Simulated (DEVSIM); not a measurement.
Structure: Ru/TiO2/p-InP capacitor, at 300 K.

| layer (left to right) | material | thickness (nm) | Na (cm⁻³) |
|---|---|---|---|
| 1 | TiO2 | 21.0 | - |
| 2 | InP | 530 | 1.4e18 |

Metal gate on the left, work function 4.7 eV. Fixed charge at the semiconductor interface 0 cm⁻² (in units of +e); no interface traps.

Constants are typed, rounded textbook-type inputs, not results; the design itself was drawn at random and stands for no fabricated device. Values at 300 K; Nc and Nv go as T^1.5, mobilities as T to minus their exponent, the gap by Varshni's rule with the affinity fixed.

```csv
parameter,TiO2,InP
gap (eV),3.2,1.344
affinity (eV),3.9,4.38
permittivity,60,12.5
Nc (cm⁻³),-,5.7e17
Nv (cm⁻³),-,1.1e19
Varshni α (eV/K),-,0.000363
Varshni β (K),-,162
```

Model (solved in DEVSIM): 1D Poisson equation in equilibrium, Boltzmann statistics, complete ionisation; no quantum confinement or tunnelling. Metal contacts follow the ideal Schottky-Mott rule: no Fermi-level pinning, no interface dipoles.

The temperature was swept, all else fixed.

```json
[
 {"temperature (K)": "250", "flat-band voltage (V)": "-1.00", "minimum of the low-frequency capacitance (μF/cm²)": "0.288"},
 {"temperature (K)": "300", "flat-band voltage (V)": "-0.97", "minimum of the low-frequency capacitance (μF/cm²)": "0.292"},
 {"temperature (K)": "350", "flat-band voltage (V)": "-0.94", "minimum of the low-frequency capacitance (μF/cm²)": "0.298"},
 {"temperature (K)": "400", "flat-band voltage (V)": "-0.91", "minimum of the low-frequency capacitance (μF/cm²)": "0.306"},
 {"temperature (K)": "450", "flat-band voltage (V)": "-0.87", "minimum of the low-frequency capacitance (μF/cm²)": "?"},
 {"temperature (K)": "500", "flat-band voltage (V)": "-0.84", "minimum of the low-frequency capacitance (μF/cm²)": "0.323"}
]
```

**Question.** What belongs in the gaps?

**Answer.** 
- 450, minimum of the low-frequency capacitance (μF/cm²): 0.316
